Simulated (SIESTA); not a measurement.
Input and output of a self-consistent single point for Ag (Fm-3m, 1 atom in the cell) (SIESTA)

Computed with GGA PBE, numerical atomic orbitals DZP, PseudoDojo PBE standard norm-conserving potentials (rewritten from UPF to PSML) run with SIESTA.

Input:

```
# files in the folder: Ag.psml (PseudoDojo PBE standard)
SystemName  Ag
SystemLabel Ag

NumberOfAtoms                1
NumberOfSpecies              1
%block ChemicalSpeciesLabel
  1 47 Ag
%endblock ChemicalSpeciesLabel
LatticeConstant              1.0 Bohr
%block LatticeVectors
     0.000000000    3.864489925    3.864489925
     3.864489925    0.000000000    3.864489925
     3.864489925    3.864489925    0.000000000
%endblock LatticeVectors
AtomicCoordinatesFormat      Fractional
%block AtomicCoordinatesAndAtomicSpecies
     0.000000000    0.000000000    0.000000000  1
%endblock AtomicCoordinatesAndAtomicSpecies

XC.functional                GGA
XC.authors                   PBE
PAO.BasisSize                DZP
PAO.EnergyShift              0.01 Ry
MeshCutoff                   400 Ry
%block kgrid.MonkhorstPack
   14   0   0  0.0
    0  14   0  0.0
    0   0  14  0.0
%endblock kgrid.MonkhorstPack
OccupationFunction           MP
OccupationMPOrder            0
ElectronicTemperature        0.1 eV

MaxSCFIterations             150
SCF.Mixer.Method             Pulay
SCF.Mixer.Weight             0.25
SCF.Mixer.History            6
SCF.DM.Tolerance             1.0E-05
Diag.ParallelOverK           true
WriteForces                  true
Charge.Mulliken              end
```

Log, with long lists cut:

```
reinit: Reading from file input.fdf

reinit: System Name: Ag
reinit: System Label: Ag

coor:   Atomic-coordinates input format  =     Fractional

siesta: Atomic coordinates (Bohr) and species
siesta:      0.00000   0.00000   0.00000  1        1

siesta: System type = bulk

initatomlists: Number of atoms, orbitals, and projectors:      1    19    18

siesta: ******************** Simulation parameters ****************************
redata: Spin configuration                          = none
redata: Time-Reversal Symmetry                      = T
redata: Number of Atomic Species                    =        1
redata: Mesh Cutoff                                 =   400.0000 Ry
redata: Net charge of the system                    =     0.0000 |e|
redata: Min. number of SCF Iter                     =        0
redata: Max. number of SCF Iter                     =      150
redata: SCF convergence failure will abort job
redata: SCF mix quantity                            = Hamiltonian
redata: Mix DM or H after convergence               =   F
redata: Recompute H after scf cycle                 =   F
redata: Mix DM in first SCF step                    =   T
redata: No kicks to SCF
redata: DM Mixing Weight for Kicks                  =     0.5000
redata: Require Harris convergence for SCF          =   F
redata: Harris energy tolerance for SCF             =     0.000100 eV
redata: Require DM convergence for SCF              =   T
redata: DM tolerance for SCF                        =     0.000010
redata: Require EDM convergence for SCF             =   F
redata: EDM tolerance for SCF                       =     0.001000 eV
redata: Require H convergence for SCF               =   T
redata: Hamiltonian tolerance for SCF               =     0.001000 eV
redata: Require (free) Energy convergence for SCF   =   F
redata: (free) Energy tolerance for SCF             =     0.000100 eV
redata: Using DFT-D3 dispersion                     =   F
redata: Using Saved Data (generic)                  =   F
redata: Method of Calculation                       = Diagonalization
redata: Electronic Temperature                      =  1160.4518 K
redata: Number of TDED substeps                     =        3
redata: Dynamics option                             = Single-point calculation
redata: Save all siesta data in one NC              =   F
redata: ***********************************************************************

%block SCF.Mixers
  Pulay
%endblock SCF.Mixers

%block SCF.Mixer.Pulay
  # Mixing method
  method pulay
  variant stable

  # Mixing options
  weight 0.2500
  weight.linear 0.2500
  history 6
%endblock SCF.Mixer.Pulay

DM_history_depth set to one: no extrapolation allowed by default for geometry relaxation
Size of DM history Fstack: 1
Total number of electrons:    19.000000
Total ionic charge:    19.000000

* ProcessorY, Blocksize:    1  20

* Orbital distribution balance (max,min):    19    19

k-point displ. along   1 input, could be:     0.00    0.50
k-point displ. along   2 input, could be:     0.00    0.50
k-point displ. along   3 input, could be:     0.00    0.50
 Kpoints in:         1568 . Kpoints trimmed:         1484

siesta: k-grid: Number of k-points = 1484
siesta: k-points from Monkhorst-Pack grid
siesta: k-cutoff (effective) =    20.244 Ang
siesta: k-point supercell and displacements
siesta: k-grid:    14     0     0      0.000
siesta: k-grid:     0    14     0      0.000
siesta: k-grid:     0     0    14      0.000

diag: Algorithm                                     = D&C
diag: Parallel over k                               =   F
diag: Use parallel 2D distribution                  =   F
diag: Parallel block-size                           = 20
diag: Parallel distribution                         =     1 x     1
diag: Used triangular part                          = Lower
diag: Absolute tolerance                            =  0.100E-15
diag: Orthogonalization factor                      =  0.100E-05
diag: Memory factor                                 =  1.0000

superc: Internal auxiliary supercell:     7 x     7 x     7  =     343
superc: Number of atoms, orbitals, and projectors:    343   6517   6174

                        Single-point calculation

superc: Internal auxiliary supercell:     7 x     7 x     7  =     343
superc: Number of atoms, orbitals, and projectors:    343   6517   6174

outcell: Unit cell vectors (Ang):
        0.000000    2.045000    2.045000
        2.045000    0.000000    2.045000
        2.045000    2.045000    0.000000

outcell: Cell vector modules (Ang)   :    2.892067    2.892067    2.892067
outcell: Cell angles (23,13,12) (deg):     60.0000     60.0000     60.0000
outcell: Cell volume (Ang**3)        :     17.1045
new_DM -- step:     1
Initializing Density Matrix...

Attempting to read DM from file... Failed...
DM filled with atomic data:

InitMesh: MESH = 30 x 30 x 30 = 27000
InitMesh: Mesh cutoff (required, used) =   400.000   446.087 Ry

stepf: Methfessel-Paxton step function
       Using Hermite-Gauss polynomials of order  0

        iscf     Eharris(eV)        E_KS(eV)     FreeEng(eV)     dDmax    Ef(eV) dHmax(eV)
   scf:    1    -4203.634805    -4213.033688    -4213.036543  1.032982 -0.100311 12.789433
   scf:    2    -4219.201093    -4216.684600    -4216.685679  0.637145 -1.403133  4.373639
   scf:    3    -4217.331739    -4217.128464    -4217.129832  0.224445 -1.918669  0.293739
   scf:    4    -4217.117929    -4217.125797    -4217.127314  0.033165 -2.039910  0.369633
   scf:    5    -4217.131234    -4217.129757    -4217.131092  0.033724 -2.035119  0.019714
   scf:    6    -4217.129757    -4217.129759    -4217.131103  0.001615 -2.035192  0.004533
   scf:    7    -4217.129756    -4217.129757    -4217.131104  0.000344 -2.035288  0.000037
   scf:    8    -4217.129757    -4217.129757    -4217.131104  0.000003 -2.035283  0.000021

SCF Convergence by DM+H criterion
max |DM_out - DM_in|         :     0.0000028630
max |H_out - H_in|      (eV) :     0.0000206740
SCF cycle converged after 8 iterations

Using DM_out to compute the final energy and forces

siesta: E_KS(eV) =            -4217.1298

siesta: E_KS - E_eggbox =     -4217.1298

siesta: Atomic forces (eV/Ang):
     1   -0.000000   -0.000000   -0.000000
   Tot   -0.000000   -0.000000   -0.000000
   Max    0.000000
   Res    0.000000    sqrt( Sum f_i^2 / 3N )
   Max    0.000000    constrained

Stress tensor Voigt[x,y,z,yz,xz,xy] (kbar):      -31.33      -31.33      -31.33       -0.24       -0.24       -0.24
(Free)E + p*V (eV/cell)    -4216.7967
Target enthalpy (eV/cell)    -4217.1311

siesta: Program's energy decomposition (eV):
siesta: Ebs     =      -602.054048
siesta: Eions   =      5529.672110
siesta: Ena     =       514.546781
siesta: Ekin    =      1441.425193
siesta: Enl     =       -52.837859
siesta: Eso     =         0.000000
siesta: Edftu   =         0.000000
siesta: DEna    =        38.347450
siesta: DUscf   =         1.257549
siesta: DUext   =         0.000000
siesta: Ex      =      -595.646554
siesta: Ec      =       -34.550208
siesta: Exc     =      -630.196762
siesta: Eharris =     -4217.129757
siesta: Etot    =     -4217.129757
siesta: FreeEng =     -4217.131104

siesta: Stress tensor (static) (eV/Ang**3):
siesta:    -0.019552   -0.000148   -0.000148
siesta:    -0.000148   -0.019552   -0.000148
siesta:    -0.000148   -0.000148   -0.019552

siesta: Cell volume =         17.104482 Ang**3

siesta: Pressure (static):
siesta:                Solid            Molecule  Units
siesta:           0.00021295          0.00021295  Ry/Bohr**3
siesta:           0.01955249          0.01955249  eV/Ang**3
siesta:          31.32653745         31.32653745  kBar

mulliken: Atomic and Orbital Populations:

Species: Ag
Atom  Qatom  Qorb
               4s      5s      5s      4py     4pz     4px     5py     5pz
               5px     4dxy    4dyz    4dz2    4dxz    4dx2-y2 4dxy    4dyz
               4dz2    4dxz    4dx2-y2
   1 19.000   1.999   0.910  -0.178   2.007   2.007   2.007   0.243   0.243
              0.243   1.772   1.772   1.807   1.772   1.807   0.121   0.121

              0.112   0.121   0.112

mulliken: Qtot =       19.000

Mulliken Atomic Populations:
Atom #   charge [q] valence [e]  Species
     1    -0.000000   19.000000  Ag
 Total    -0.000000
```

The run converged in 8 iterations.

The starting cell has typed, rounded lattice constants, without a prior relaxation at this level. Values carry the incompleteness of an atom-centred basis. With a pressure of about 3 GPa the cell is away from its equilibrium volume at this level.
